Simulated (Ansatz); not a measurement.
```
CELL_PARAMETERS angstrom
     23.00000     0.00000     0.00000
      0.00000    14.50000     0.00000
      0.00000     0.00000     3.14222
ATOMIC_POSITIONS crystal
  S  0.23678 0.39706 0.00000
  S  0.23678 0.60294 0.00000
  Mo 0.28001 0.50000 0.50000
  S  0.35977 0.39169 0.50000
  S  0.35977 0.60831 0.50000
  Mo 0.40034 0.50000 0.00000
  S  0.48020 0.39184 0.00000
  S  0.48020 0.60816 0.00000
  Mo 0.52072 0.50000 0.50000
  S  0.60081 0.39222 0.50000
  S  0.60081 0.60778 0.50000
  Mo 0.64132 0.50000 0.00000
  S  0.72293 0.39064 0.00000
  S  0.72293 0.60936 0.00000
  Mo 0.75685 0.50000 0.50000
```

The numbers are results of PBE (plane waves to 420 eV, PAW; Ansatz, a quantum-chemistry and plane-wave program), not measurements. Mesh 1×1×20. Collinear spin, started with opposed moments, and moments remain. One-dimensional cell, images about 11 Å apart. A model structure. Symmetry and one short period hold its shape; lower forms weren't sought. Values not marked SOC lack spin–orbit coupling. No Hubbard term is applied. Fermi–Dirac width 0.05 eV. The two edges differ, and the field of the images 11 Å away isn't corrected.

Question: Say what this body is, and give its properties.

Answer: Zigzag MoS2 nanoribbon, N = 5, bare edges. An idealised model, cut from the flat sheet.
| Item | Result |
|---|---|
| largest distance between nuclei across the axis | 12.05 Å |
| edge energy against the flat MoS2 sheet, per length of one edge | +0.697 eV/Å |
| net spin moment | 0.33 μB a period |
| PBE gap | none (under 0.01 eV) |
